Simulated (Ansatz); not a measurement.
System: interstitial Li in polar orthorhombic HfO2 (charge state +1). The step: one Li atom jumps by itself; the atom moves 2.93 Å along (-0.27, 0.00, 0.50) of the unit cell; the moving atom starts with neighbours O at 1.77, O at 1.93, O at 1.94, O at 2.01, O at 2.12 Å and ends with O at 1.77, O at 1.93, O at 1.94, O at 2.01, O at 2.12 Å. A PBE band in Ansatz (plane-wave PAW, the Γ point alone, 96 host sites, 87 SCF runs with any check of the saddle's order, static, no finite-size correction) gives a forward barrier of 1.09 eV. The program found a first-order saddle point. The host's phase is taken as given; its stability against other phases was not computed. The charge state is imposed; whether it is stable for some Fermi level was not computed. Sites that were not tried may lie lower.

Single points at the band's start and saddle point can refine it. Rough cost of one point, in units of the band's mean SCF on the same machine:

| Level | Cost of one point |
|---|---|
| PBE, a 2×2×2 k-point mesh shifted by half a step | about 8 |
| r2SCAN at 500 eV, the Γ point alone | under 2 |

Q: Which of these move the barrier by more than 0.1 eV, and how far does each move it?

A: Not one does. PBE, a 2×2×2 k-point mesh shifted by half a step: 0.00 eV; r2SCAN at 500 eV, the Γ point alone: +0.04 eV. Each functional is compared with PBE at the same k-points.

Ansatz is a quantum-chemistry and plane-wave program.
